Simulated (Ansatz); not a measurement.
Worked calculations on one periodic cell of amorphous germanium selenide (Ge24Se36): Ge24Se36, 60 atoms, volume 1761.6 Å³, made by a melt-quench on the CHGNet potential and relaxed with DFT. It is a model cell: composition and starting density were chosen by hand, and all elements were melted together. These are PBE, scalar-relativistic without spin-orbit coupling, PAW (Ansatz default set, large-core Se) (plane waves to 420 eV; Ansatz, an electronic-structure program) values and carry that method's errors. Sampling: a 2×2×2 Γ-centred mesh; Fermi-Dirac width 0.05 eV; no spin polarisation. Its volume was held where the quench left it, its shape was free, and it stands at a mean pressure of 0.9 GPa with stress components up to 0.9 GPa; the relaxation ran on one k-point at (1/4, 1/4, 1/4). Its density went from a set 4.32 to 4.32 g/cm³. The cell is small and was quenched far faster than a real film, so it is one sample of the glass.

Bonds are counted up to Ge-Ge 2.85 Å, Ge-Se 2.84 Å, Se-Se 2.76 Å. Counted neighbours: Ge: 3 with 2, 11 with 3, 10 with 4; Se: 27 with 2, 9 with 3.

Q: Set the mean coordination against the 8 − N rule, and count mechanical constraints (r/2 for stretching, 2r − 3 for bending at each atom with r ≥ 2) against the 3 degrees of freedom.

A: The rule gives (24 × 4 + 36 × 2)/60 = 2.80; the cell has 160/60 = 2.67. Summing the constraints over the counted atoms gives 220.0/60 = 3.67 per atom, so by this count the network is rigid and over-constrained. The count takes every angle as intact, which overstates rigidity where angles are soft (at over-coordinated atoms).

The cell was scaled and its atoms relaxed again at each volume (one k-point at (1/4, 1/4, 1/4)): 1761.6 Å³, 0.88 GPa; 1814.4 Å³, 0.43 GPa; 1867.3 Å³, 0.19 GPa.

Q: Estimate the bulk modulus over this range from B = −dP/d ln V.

A: Between the ends: −(0.19 − 0.88) / ln(1867.3/1761.6) = 12 GPa, a mean over the range at 0 K with the atoms relaxed.
